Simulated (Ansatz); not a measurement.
Base system: CsPbBr3 in the cubic perovskite structure (space group Pm-3m, No. 221).

```cif
data_Br3CsPb
_chemical_formula_sum 'Cs1 Pb1 Br3'
_space_group_name_H-M_alt 'P 1'
_space_group_IT_number 1
_cell_length_a 5.93761
_cell_length_b 5.93761
_cell_length_c 5.93761
_cell_angle_alpha 90.000
_cell_angle_beta 90.000
_cell_angle_gamma 90.000
loop_
_space_group_symop_operation_xyz
  'x, y, z'
loop_
_atom_site_label
_atom_site_type_symbol
_atom_site_fract_x
_atom_site_fract_y
_atom_site_fract_z
_atom_site_occupancy
Cs1 Cs 0.00000 0.00000 0.00000 1
Pb1 Pb 0.50000 0.50000 0.50000 1
Br1 Br 0.00000 0.50000 0.50000 1
Br2 Br 0.50000 0.50000 0.00000 1
Br3 Br 0.50000 0.00000 0.50000 1
```

The other end (x = 1) is CsBiBr$_{3}$ in the cubic perovskite structure (space group Pm-3m, No. 221; a hypothetical phase, not in the database extracts checked): 41.15 Å³/atom, gap zero; this end may not be an ambient phase.

Method: Ansatz (a program for electronic structure) r2SCAN, without spin-orbit coupling.

Bi replaces a fraction x of Pb; each row is one arrangement (x, atoms in the cell, starting space group or random), fully relaxed.

One change was made to it. Results:

The mixing energy amounts to +0.03 eV/atom (to 0.01 eV only: unlike meshes or grids) (against an end that may be hypothetical); the shortest interatomic distance falls by 0.042 Å to 2.927 Å; the deviation of the volume from the linear (Vegard-type) interpolation amounts to -0.3 %.

Which change produced these results?
(A) x(Bi) = 0.5, 10 atoms, Fm-3m
(B) x(Bi) = 0.5, 10 atoms, P4/mmm (arrangement B)
(C) x(Bi) = 0.5, 10 atoms, P4/mmm (arrangement A)

A, x(Bi) = 0.5, 10 atoms, Fm-3m. For comparison, the shortest interatomic distance in the other runs: x(Bi) = 0.5, 10 atoms, P4/mmm (arrangement A) gives 2.901 Å; x(Bi) = 0.5, 10 atoms, P4/mmm (arrangement B) gives 2.890 Å.

These are small ordered cells, not random alloys; other orderings at the same x differ. With Pb present, leaving out spin-orbit coupling can change the band edges. No phonon test of stability was made. The final runs are not spin-polarised. An odd electron count without spin: Cs2BiPbBr6 and CsBiBr3. Many cubic perovskites are stable only at high temperature; tilts and polar distortions were not tested. This is not the structure that CsPbBr3 has at room temperature and ambient pressure.
